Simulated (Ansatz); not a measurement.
A computed series for TiSi2: response to strain

Start from TiSi₂ (space group Fddd, No. 70; a = 4.7791 Å, b = 8.2295 Å, c = 8.5206 Å). Axes: x, y, z lie along a, b, c of the conventional cell.

Strains are applied to the cell and any free atomic positions relax; under biaxial strain the out-of-plane vector relaxes too.

Method: r2SCAN (Ansatz, a quantum-chemistry and plane-wave program, PAW, no SOC).

Candidates:
(a) biaxial strain +2.23 %, plane normal [001], relaxed out of plane
(b) uniaxial strain ε_zz = +0.80 %
(c) biaxial strain −4.81 %, plane normal [001], relaxed out of plane

Notes on the quantities. energy relative to the base: free energy F.

Problem. Order them by energy relative to the base, lowest first.

Solution. (b) uniaxial strain ε_zz = +0.80 % (+1.1 meV/atom), (a) biaxial strain +2.23 %, plane normal [001], relaxed out of plane (+13 meV/atom), (c) biaxial strain −4.81 %, plane normal [001], relaxed out of plane (+81 meV/atom)

Without a gap, meshes like the base's 13×13×13 leave anisotropic stresses uncertain by several tenths of a GPa, and small strain energies with them. Whether these cells are dynamically stable was not tested. All final runs are without spin polarisation.
